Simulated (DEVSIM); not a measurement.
Device: Al/AlN/p-GaAs capacitor, at 250 K.

Layer 1 from the left is AlN, thickness (nm) 5.70. Layer 2 from the left is GaAs, thickness (nm) 2000, Na (cm⁻³) 1e17.

Metal gate on the left, work function 4.1 eV. Fixed charge at the semiconductor interface -1.3e10 cm⁻² (in units of +e); no interface traps.

The device is made up for the run: typed textbook-type constants, with dimensions and the other settings drawn at random. Values at 300 K; Nc and Nv go as T^1.5, mobilities as T to minus their exponent, the gap by Varshni's rule with the affinity fixed.

AlN: gap (eV) 6.1, affinity (eV) 1.9, permittivity 8.5. GaAs: gap (eV) 1.424, affinity (eV) 4.07, permittivity 12.9, Nc (cm⁻³) 4.7e17, Nv (cm⁻³) 9e18, Varshni α (eV/K) 0.000541, Varshni β (K) 204.

DEVSIM, 1D Poisson equation in equilibrium, Boltzmann statistics, complete ionisation; no quantum confinement or tunnelling. Metal contacts follow the ideal Schottky-Mott rule: no Fermi-level pinning, no interface dipoles.

What does the simulation give for the minimum of the low-frequency capacitance, the threshold voltage (band bending 2φF)?

minimum of the low-frequency capacitance 0.0837 μF/cm²; threshold voltage (band bending 2φF) 0.17 V.
